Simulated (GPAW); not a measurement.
Input and output of a self-consistent single point for CdIn3 (P6_3/mmc, 8 atoms in the cell) (GPAW).

Computed with LDA (Perdew-Wang 92), GPAW PAW datasets LDA (gpaw-data 1.0.1) (plane waves; GPAW).

```xyz
8
Lattice="6.5356 0.0000 0.0000 -3.2678 5.6600 0.0000 0.0000 0.0000 5.5468" Properties=species:S:1:pos:R:3 pbc="T T T"
Cd     3.2678     1.8867     1.3867
Cd     0.0000     3.7733     4.1601
In     1.6369     0.9451     4.1601
In     1.6309     4.7149     1.3867
In     0.0000     1.8901     1.3867
In     3.2678     3.7698     4.1601
In     4.8987     0.9451     4.1601
In    -1.6309     4.7149     1.3867
```

Reference input (self-consistent single point, DFT PBEsol, plane waves, GPAW PAW datasets PBEsol (made by gpaw-setup)): mode = pw; ecut = 550 eV; xc = PBEsol; kpts = 3 3 4; mesh shift (steps) = 0 0 0; occupations.name = fermi-dirac; occupations.width = 0.136 eV; nbands = -12; convergence.density = 1e-05 e/electron; symmetry.symmorphic = false; symmetry.tolerance = 0.0005; maxiter = 150. This run's input differs from it in these lines:

```diff
@@ -19,3 +19,3 @@
 calc = GPAW(mode=PW(550),
-            xc='PBEsol',
+            xc='LDA',
             kpts={'size': (3, 3, 4), 'gamma': True},
```

Its files differ too (potentials: GPAW PAW datasets LDA (gpaw-data 1.0.1)).

Output (repeated stretches shortened):

```
     iter     time        total  log10-change:
                         energy   eigst   dens
iter:   1 --:--:--   -24.034469
iter:   2 --:--:--   -23.964227   -1.92  -1.56
iter:   3 --:--:--   -23.780639   -1.48  -1.59
iter:   4 --:--:--   -23.790958   -3.02  -2.05
iter:   5 --:--:--   -23.599715   -2.47  -2.10
iter:   6 --:--:--   -23.595037   -4.09  -2.62
iter:   7 --:--:--   -23.577372c  -3.26  -2.67
iter:   8 --:--:--   -23.576859c  -4.34  -3.06
iter:   9 --:--:--   -23.576770c  -5.82  -3.44
iter:  10 --:--:--   -23.576421c  -5.24  -3.45
iter:  11 --:--:--   -23.576463c  -5.31  -3.55
   [... 3 lines left out ...]
iter:  15 --:--:--   -23.576402c  -6.01  -4.07
iter:  16 --:--:--   -23.576403c  -7.35  -4.08
iter:  17 --:--:--   -23.576412c  -7.17  -4.13
iter:  18 --:--:--   -23.576398c  -6.88  -4.18
iter:  19 --:--:--   -23.576398c  -7.96c -4.25
iter:  20 --:--:--   -23.576421c  -6.74  -4.30
iter:  21 --:--:--   -23.576419c  -8.61c -4.48
iter:  22 --:--:--   -23.576402c  -7.16  -4.50
iter:  23 --:--:--   -23.576405c  -8.29c -4.77
iter:  24 --:--:--   -23.576405c  -9.26c -4.84
iter:  25 --:--:--   -23.576410c  -7.90c -4.83
iter:  26 --:--:--   -23.576414c  -8.26c -4.76
iter:  27 --:--:--   -23.576411c  -8.74c -5.08c
Converged after 27 iterations.

Dipole moment: (0.000000, 0.000000, -0.000000) |e|*Ang

Energy contributions relative to reference atoms: (reference = -1263077.675834)

Kinetic:        +60.112647
Potential:      -53.534110
External:        +0.000000
XC:             -31.109612
Entropy (-ST):   -0.253103
Local:           +1.081214
SIC:             +0.000000
--------------------------
Free energy:    -23.702963
Extrapolated:   -23.576411

Showing only first 2 kpts
 Kpt  Band  Eigenvalues  Occupancy
  0    49      6.72827    0.12948
  0    50      6.72831    0.12945
  0    51      7.08941    0.00968
  0    52      7.08945    0.00968

  1    49      4.86797    1.99997
  1    50      5.73556    1.98066
  1    51      5.84098    1.95848
  1    52      5.84101    1.95847

Fermi level: 6.36509

No gap
   [... lines left out ...]
  2 In    0.04440    0.02563    0.00000
  3 In   -0.04440   -0.02563   -0.00000
  4 In    0.00000    0.05126    0.00000
  5 In    0.00000   -0.05126    0.00000
  6 In   -0.04440    0.02563   -0.00000
  7 In    0.04440   -0.02563   -0.00000

Stress tensor:
     0.020845     0.000000     0.000000
     0.000000     0.020845    -0.000000
     0.000000    -0.000000     0.029792
Stress (GPa, Voigt): [ 3.3398  3.3398  4.7732 -0.      0.      0.    ]
```

The run converged in 27 iterations. GPAW prints stress with tension positive. Against the reference run the pressure goes from -2.13 to -3.82 GPa and the largest force goes from 0.044 to 0.051 eV/Å.

The starting cell comes from a database of computed structures (which also holds hypothetical and non-ambient phases and stackings), without a prior relaxation at this level. With a pressure of about -4 GPa the cell is away from its equilibrium volume at this level.

Cost on one core of a shared machine: roughly 60 s.
